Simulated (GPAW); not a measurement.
**GPAW run on ScRu3C (Pm-3m, 5 atoms in the cell): self-consistent single point**

Method of the run: PBEsol, GPAW PAW datasets PBEsol (made by gpaw-setup) (plane waves; GPAW).

Input:

```python
from ase import Atoms
from ase.units import GPa
from gpaw import GPAW

atoms = Atoms(['Sc', 'Ru', 'Ru', 'Ru', 'C'],
              cell=[[4.061310, 0.000000, 0.000000],
                    [0.000000, 4.061310, 0.000000],
                    [0.000000, 0.000000, 4.061310]],
              positions=[[0.000000, 0.000000, 0.000000],
                         [0.000000, 2.030655, 2.030655],
                         [2.030655, 0.000000, 2.030655],
                         [2.030655, 2.030655, 0.000000],
                         [2.030655, 2.030655, 2.030655]],
              pbc=True)

calc = GPAW(mode={'name': 'pw', 'ecut': 950},
            xc='PBEsol',
            kpts=(7, 7, 7),
            occupations={'name': 'fermi-dirac', 'width': 0.1},
            nbands=-11,
            convergence={'density': 1e-05},
            symmetry={'symmorphic': False, 'tolerance': 0.0005},
            maxiter=150)

atoms.calc = calc

energy = atoms.get_potential_energy()
print('Energy (eV):', round(energy, 6))
forces = atoms.get_forces()
print('Forces (eV/Ang):')
print(forces.round(5))
stress = atoms.get_stress()
print('Stress (GPa, Voigt):', (stress / GPa).round(4))
```

Output (repeated stretches shortened):

```
Input parameters:
  convergence: {density: 1e-05}
  kpts: [7 7 7]
  maxiter: 150
  mode: {ecut: 950,
         name: pw}
  nbands: -11
  occupations: {name: fermi-dirac,
                width: 0.1}
  symmetry: {symmorphic: False,
             tolerance: 0.0005}
  xc: PBEsol

species:
  Sc:
    name: Scandium
    Z: 21.0
    valence: 11
    core: 10
    charge: 0.0
    file: Sc.PBEsol.gz

    # Using partial waves for Sc as LCAO basis

  Ru:
    name: Ruthenium
    Z: 44.0
    valence: 16
    core: 28
    charge: 0.0
    file: Ru.PBEsol.gz

    # Using partial waves for Ru as LCAO basis

  C:
    name: Carbon
    Z: 6.0
    valence: 4
    core: 2
    charge: 0.0
    file: C.PBEsol.gz

    # Using partial waves for C as LCAO basis

Reference energy: -391333.173830  # eV

Spin-paired calculation

Convergence criteria:
 Maximum [total energy] change in last 3 cyles: 0.0005 eV / valence electron
 Maximum integral of absolute [dens]ity change: 1e-05 electrons / valence electron
 Maximum integral of absolute [eigenst]ate change: 4e-08 eV^2 / valence electron
 Maximum number of scf [iter]ations: 150

Symmetries present (total): 48
Symmetries with fractional translations: 0
343 k-points: 7 x 7 x 7 Monkhorst-Pack grid
20 k-points in the irreducible part of the Brillouin zone
       k-points in crystal coordinates                weights
   0:     0.00000000    0.00000000    0.00000000          1/343
   1:     0.14285714    0.00000000    0.00000000          6/343
   2:     0.14285714    0.14285714    0.00000000         12/343
   [... 7 lines left out ...]
          ...
  19:     0.42857143    0.42857143    0.42857143          8/343

Wave functions: Plane wave expansion
  Cutoff energy: 950.000 eV
  Number of coefficients (min, max): 4433, 4470
  Pulay-stress correction: 0.000000 eV/Ang^3 (de/decut=0.000000)

Occupation numbers: Fermi-Dirac:
  width: 0.1000  # eV

Eigensolver

Densities:
  Coarse grid: 30*30*30 grid
  Fine grid: 60*60*60 grid
  Total Charge: 0.000000

Density mixing:
  Method: separate
  Backend: pulay
  Linear mixing parameter: 0.05
  old densities: 5
  Damping of long wavelength oscillations: 50

Hamiltonian:
  XC and Coulomb potentials evaluated on a 60*60*60 grid
  External potential:
    NoExternalPotential

XC parameters: PBEsol with 2 nearest neighbor stencil

Number of atoms: 5
Number of atomic orbitals: 56
Number of bands in calculation: 42
Number of valence electrons: 63
Bands to converge: occupied

Density initialized from atomic densities
  42 bands from LCAO basis set

Atomic positions and initial magnetic moments

Positions:
   0 Sc     0.000000    0.000000    0.000000    ( 0.0000,  0.0000,  0.0000)
   1 Ru     0.000000    2.030655    2.030655    ( 0.0000,  0.0000,  0.0000)
   2 Ru     2.030655    0.000000    2.030655    ( 0.0000,  0.0000,  0.0000)
   3 Ru     2.030655    2.030655    0.000000    ( 0.0000,  0.0000,  0.0000)
   4 C      2.030655    2.030655    2.030655    ( 0.0000,  0.0000,  0.0000)

Unit cell:
           periodic     x           y           z      points  spacing
  1. axis:    yes    4.061310    0.000000    0.000000    30     0.1354
  2. axis:    yes    0.000000    4.061310    0.000000    30     0.1354
  3. axis:    yes    0.000000    0.000000    4.061310    30     0.1354

  Lengths:   4.061310   4.061310   4.061310
  Angles:   90.000000  90.000000  90.000000

Effective grid spacing dv^(1/3) = 0.1354

     iter     time        total  log10-change:
                         energy   eigst   dens
iter:   1 --:--:--   -52.081248
iter:   2 --:--:--   -50.576500   -0.54  -1.18
iter:   3 --:--:--   -47.610415   -0.51  -1.25
iter:   4 --:--:--   -47.469927   -1.59  -1.64
iter:   5 --:--:--   -47.350185   -1.95  -1.69
iter:   6 --:--:--   -48.078223   -1.04  -1.75
iter:   7 --:--:--   -47.343151   -1.87  -1.68
iter:   8 --:--:--   -47.333567   -2.71  -2.08
iter:   9 --:--:--   -47.284243   -2.59  -2.11
iter:  10 --:--:--   -47.253011   -2.24  -2.32
iter:  11 --:--:--   -47.250365   -3.67  -2.93
iter:  12 --:--:--   -47.250085c  -4.43  -3.35
iter:  13 --:--:--   -47.250035c  -4.95  -3.60
iter:  14 --:--:--   -47.250063c  -5.46  -3.63
iter:  15 --:--:--   -47.250068c  -6.20  -3.70
iter:  16 --:--:--   -47.250081c  -5.61  -3.71
iter:  17 --:--:--   -47.250080c  -6.74  -4.03
iter:  18 --:--:--   -47.250082c  -7.52c -4.12
iter:  19 --:--:--   -47.250089c  -7.05  -4.18
iter:  20 --:--:--   -47.250093c  -7.43c -4.40
iter:  21 --:--:--   -47.250107c  -6.47  -4.48
iter:  22 --:--:--   -47.250107c  -7.15  -4.91
iter:  23 --:--:--   -47.250107c  -7.94c -5.18c

Converged after 23 iterations.

Dipole moment: (0.000000, 0.000000, 0.000000) |e|*Ang

Energy contributions relative to reference atoms: (reference = -391333.173830)

Kinetic:         -1.532863
Potential:       -8.864103
External:        +0.000000
XC:             -36.170134
Entropy (-ST):   -0.116584
Local:           -0.624715
SIC:             +0.000000
--------------------------
Free energy:    -47.308399
Extrapolated:   -47.250107

Showing only first 2 kpts
 Kpt  Band  Eigenvalues  Occupancy
  0    29     10.29602    1.98160
  0    30     10.29602    1.98160
  0    31     12.15925    0.00000
  0    32     12.20716    0.00000

  1    29     10.31195    1.97846
  1    30     10.73621    1.13794
  1    31     11.96014    0.00001
  1    32     12.20771    0.00000

Fermi level: 10.76397

No gap
No difference between direct/indirect transitions
Energy (eV): -47.250107

Forces in eV/Ang:
  0 Sc    0.00000    0.00000    0.00000
  1 Ru    0.00000    0.00000    0.00000
  2 Ru    0.00000   -0.00000    0.00000
  3 Ru    0.00000    0.00000    0.00000
  4 C     0.00000    0.00000   -0.00000

Stress tensor:
     0.031415     0.000000     0.000000
     0.000000     0.031415     0.000000
     0.000000     0.000000     0.031415
Stress (GPa, Voigt): [5.0333 5.0333 5.0333 0.     0.     0.    ]
```

The run converged in 23 iterations. GPAW prints stress with tension positive.

At such cutoffs GPAW's stress carries a finite-basis (Pulay) error, which enters relaxed cells too; its log prints stress with tension positive.

The starting cell comes from a database of computed structures (which also holds hypothetical and non-ambient phases and stackings), without a prior relaxation at this level. Spin polarisation is off.

Cost on one core of a shared machine: roughly 2 min.
